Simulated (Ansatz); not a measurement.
System: ZrSeS (P3m1, No. 156, 3 atoms in the cell; start mp-1215215). Method: HSE06+SOC (plane waves, PAW; Ansatz, a quantum-chemistry and plane-wave program).

Input:

Ansatz 0.2 input:
```yaml
crystal:
  lattice:
    - [3.6854546728, 0.0, 0.0]
    - [-1.8427273364, 3.1916973711, 0.0]
    - [0.0, 0.0, 5.8867405218]
  atoms:
    - { symbol: Zr, position: [0.0, 0.0, 0.0135872813] }
    - { symbol: Se, position: [0.6666666667, 0.3333333333, 0.7337924109] }
    - { symbol: S, position: [0.3333333333, 0.6666666667, 0.2526203077] }
basis:
  ecutwfc: 460
  ecutrho_ratio: 4
  xc_grid: 2
kpoints:
  mp_grid: { grid: [9, 9, 4] }
  band_path: { path: [[0, 0, 0], [0.0, 0.497396, 0.497396]], npoints: 1 }
hamiltonian:
  xc: hse06
  dispersion: none
  pseudopotentials: { kind: paw }
scf:
  occupations: { method: fermi_dirac, width: 0.01 }
  convergence: { dr2_threshold: 0.0000000003 }
output:
  forces: true
  stress: true
  eigenvalues: true
  write_bands: true
magnetization:
  noncollinear: true
  spin_orbit: true
```

Excerpt of the program's output:

```
WARN output.stress: scf.exx.energy_threshold = 1e-6 eV is looser than the 3e-8 eV advised for a stress under a hybrid functional (1e-8 eV for each atom of the …
Crystal: 3 atoms, lattice volume = 69.245 Å³
Basis set: ecut = 460 eV, 1557 PW (Γ), exchange–correlation on 54×54×90 points (8 copies of the dense FFT grid, shifted against one another)
Bands: 42, of which v1, the nominal top of the filled ones, is band 34 counted from 1 (33 counted from 0)
Symmetry: 6 space group operations + 6 with time reversal
k-points: 43 of 324 (time reversal used)
Initial density: superposition of atomic densities (chi_scale 0.1, normalization cell, long waves kept (reshape's long-wave potential 0.05 eV rms))
Crystal: 3 atoms, lattice volume = 69.245 Å³
Initial density: handed on by an earlier stage of this run
Crystal: 3 atoms, lattice volume = 69.245 Å³
SCF 3 converged in 7 iterations: F = -10562.132165 eV  dr2 = 8.65e-11
Crystal: 3 atoms, lattice volume = 69.245 Å³
SCF 4 converged in 2 iterations: F = -10562.132165 eV  dr2 = 1.41e-10
Free energy (F): -10562.132165 eV
Internal energy: -10562.132165 eV  (E = F + TS)
E sigma→0 (E₀):  -10562.132165 eV
Fermi energy:    8.975210 eV
--- Forces (eV/Å), atoms counted from 1 ---
  atom   1  Zr    -0.00000000    -0.00000000    -0.12530073
  atom   2  Se     0.00000000     0.00000000     0.33428669
  atom   3  S     -0.00000000    -0.00000000    -0.20903502
--- Stress (GPa, compression-positive) ---
        1.792409       0.000000       0.000000
        0.000000       1.792409       0.000000
        0.000000       0.000000       1.207870
  P = ⅓ Tr σ = 1.5976 GPa (15.976 kbar)
```

The PAW data were made under PBE.

Note: cell and atoms aren't relaxed at this level (largest force component 0.33 eV/Å, pressure 1.6 GPa). Note: the cell has widely spaced layers and the level no dispersion term, so their spacing and the moduli can rest on weak binding.

The result took very roughly 50 core-minutes.

A start named mp-… is a Materials Project structure, which need not be a measured phase.
